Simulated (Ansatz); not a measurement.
## Cu: energy against volume

Cu (fcc, Fm-3m, 11.440 Å³/atom and stress up to 0.01 GPa in the relaxed cell, cube axes along x, y and z) under an equal strain ε along all three axes. r2SCAN in Ansatz, a plane-wave DFT program (PAW, default set), 500 eV, 32×32×32 Γ-centred mesh, Fermi-Dirac smearing 0.10 eV.

Here V stands for volume and E for E less E0.

| volume (Å³/atom) | E less E0 (meV/atom) | pressure (GPa) |
|---|---|---|
| 10.4405 | ? | ? |
| 10.7668 | 22.52 | 11.50 |
| 10.9324 | 12.37 | 8.28 |
| 11.0997 | 5.35 | 5.29 |
| 11.2688 | 1.28 | 2.54 |
| 11.4395 | 0.00 | -0.01 |
| 11.6120 | 1.34 | -2.35 |
| 11.7861 | 5.14 | -4.51 |
| 11.9620 | 11.25 | -6.50 |
| 12.1397 | 19.53 | -8.33 |

Taking the third-order Birch-Murnaghan form, a cubic in V^(-2/3) for E over the 9 complete rows: With u = V^(-2/3) - 0.197, the rows have u = 0.008089, 0.006013, 0.003968, 0.001952, -0.000032, -0.001988, -0.003913, -0.005810, -0.007681. Least squares gives E = 0.003 - 6.52·u + 337392·u² + 938066·u³. Residuals (row less fit): -0.003, 0.003, 0.002, -0.003, -0.004, -0.002, 0.002, 0.004, -0.003; standard error 0.004 (degrees of freedom: 5). Its minimum lies at u = 0.000010, so V0 = (0.197010)^(-3/2) = 11.44. There d²E/du² = 674800 and d³E/du³ = 5628000, so B0 = (4/9) × 11.44^(-7/3) × 674800 × 0.160218 = 163 GPa (the last factor turns the table's units into GPa), and B0' = 4 + (2/3) × 0.197010 × (5628000)/674800 = 5.1. B0' rests on the cubic coefficient alone and has a standard error of 0.1 from these residuals.

Predict the withheld E at V = 10.4405 from the fit, and compare with the calculation.

u = 0.012340, so E = 0.003 - 6.52 × 0.012340 + 337392 × 0.012340² + 938066 × 0.012340³ = 53.062 meV/atom. The calculation gives 53.02 meV/atom, 0.042 meV/atom below the prediction (0.1 % of the range of E in the table). The row lies outside the fitted rows, so this is an extrapolation. The scatter of the fitted rows lies at the last printed digit.

In a metal these values are sensitive to mesh and smearing; energies are taken to zero smearing, stresses follow the free energy. Other structures, which can take over under pressure, weren't tried. The same form fitted to the pressure column gives B0' = 5.1; series where the two differ by over 0.4 aren't shown. Rows are the converged runs of the series near zero and its far end, less any whose ions stayed unrelaxed beside relaxed ones; series whose fitted rows scatter by over a few per cent of the range, as at a crossing or softening among them, aren't shown in this form.
